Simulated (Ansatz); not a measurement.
The starting structures come from a database of crystals and need not be the phases stable at ambient conditions.

 Where the default PAW files enter, the runs use the earlier of Ansatz's two default sets.

Inside the gap of an insulator the Bloch states are evanescent, with a wavenumber k + iκ along the transport direction.

```xyz
5
Lattice="6.0659 0.0000 0.0000 0.2327 6.1237 0.0000 -0.1827 -0.2236 6.0591" Properties=species:S:1:pos:R:3 pbc="T T T"
Cs     0.5100     3.3885     5.5197
Ge     3.7686     0.7381     2.2579
I      3.6290     3.4644     2.4940
I      0.4327     0.4796     2.4770
I      3.4398     0.3653     5.5739
```

Space group of this cell: Cm. The cell is taken as given.

Transport runs along the normal of the first two printed cell vectors.

No gap correction and no spin-orbit coupling; mid-gap values are interpolated between computed energies.

Problem. Predict the band gap and the smallest decay constant κ at mid-gap from r2SCAN (Ansatz, an electronic-structure program).

Solution. Gap 1.20 eV on a 6×6×6 mesh; κ = 0.101 1/Å, at (0.500, 0.500) of the in-plane reciprocal vectors. At the zone centre, at the nearest computed energy, the slowest state has κ = 0.17 1/Å.
